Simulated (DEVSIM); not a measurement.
System: isotype n-n heterojunction Al0.35Ga0.65N/GaN, at 350 K.

Layer 1 from the left is Al0.35Ga0.65N, thickness (μm) 0.120, Nd (cm⁻³) 9.6e17, τn (s) 3.8e-9, τp (s) 3.8e-9. Layer 2 from the left is GaN, thickness (μm) 0.290, Nd (cm⁻³) 4.4e16, τn (s) 3.8e-9, τp (s) 3.8e-9.

Left contact: ohmic. Right contact: ohmic. Voltage is applied to the left contact. Recombination: SRH at mid-gap, Auger. Mobility is μmin + (μ − μmin)/(1 + (N/Nref)^α).

The device is made up for the run: typed textbook-type constants, with dimensions and the other settings drawn at random. Values at 300 K; Nc and Nv go as T^1.5, mobilities as T to minus their exponent, the gap by Varshni's rule with the affinity fixed.

Al0.35Ga0.65N: gap (eV) 4.137, affinity (eV) 3.605, permittivity 9.29, Nc (cm⁻³) 2.3e18, Nv (cm⁻³) 4.6e19, μn (cm²/Vs) 381, μp (cm²/Vs) 30, μn,min 55, μp,min 3, Nref,n 2e17, Nref,p 3e17, αn 1, αp 2, T exponent of μn 1.5, T exponent of μp 2, Cn (cm⁶/s) 1e-30, Cp (cm⁶/s) 1e-30, Varshni α (eV/K) 0.00091, Varshni β (K) 830. GaN: gap (eV) 3.43, affinity (eV) 4.1, permittivity 9.5, Nc (cm⁻³) 2.3e18, Nv (cm⁻³) 4.6e19, μn (cm²/Vs) 1200, μp (cm²/Vs) 100, μn,min 55, μp,min 3, Nref,n 2e17, Nref,p 3e17, αn 1, αp 2, T exponent of μn 1.5, T exponent of μp 2, Cn (cm⁶/s) 1e-30, Cp (cm⁶/s) 1e-30, Varshni α (eV/K) 0.00091, Varshni β (K) 830.

Model (solved in DEVSIM): 1D drift-diffusion, Boltzmann statistics, complete ionisation; no tunnelling, impact ionisation, image-force lowering or self-heating. Band offsets follow the typed affinities; no thermionic-emission limit at abrupt steps, no polarisation charge.

What does the simulation give for the potential step across the device at zero bias?

potential step across the device at zero bias 0.588 V.
